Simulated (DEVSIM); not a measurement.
Structure: Ni/Si3N4/p-Ge capacitor, at 400 K.

Layer 1 from the left is Si3N4, thickness (nm) 27.0. Layer 2 from the left is Ge, thickness (nm) 1600, Na (cm⁻³) 7e15.

Metal gate on the left, work function 5.1 eV. Fixed charge at the semiconductor interface 3.5e10 cm⁻² (in units of +e); no interface traps.

The device is made up for the run: typed textbook-type constants, with dimensions and the other settings drawn at random. Values at 300 K; Nc and Nv go as T^1.5, mobilities as T to minus their exponent, the gap by Varshni's rule with the affinity fixed.

Si3N4: gap (eV) 5.1, affinity (eV) 2.1, permittivity 7.5. Ge: gap (eV) 0.664, affinity (eV) 4, permittivity 16, Nc (cm⁻³) 1.04e19, Nv (cm⁻³) 6e18, Varshni α (eV/K) 0.000477, Varshni β (K) 235.

### Question
Estimate by hand the flat-band voltage, the threshold voltage, and compare with a numerical solution.

### Answer

- Flat-band voltage: C = 0.246 μF/cm², work-function difference 0.722 V; VFB = φms − qNf/C = 0.70 V; numerical 0.70 V.
- Threshold voltage: φF = 0.056 V, depletion charge √(4εqNφF) = 1.89e-8 C/cm²; VT = VFB + 2φF + Qd/C = 0.89 V; numerical 0.89 V.

DEVSIM, 1D Poisson equation in equilibrium, Boltzmann statistics, complete ionisation; no quantum confinement or tunnelling. Metal contacts follow the ideal Schottky-Mott rule: no Fermi-level pinning, no interface dipoles.
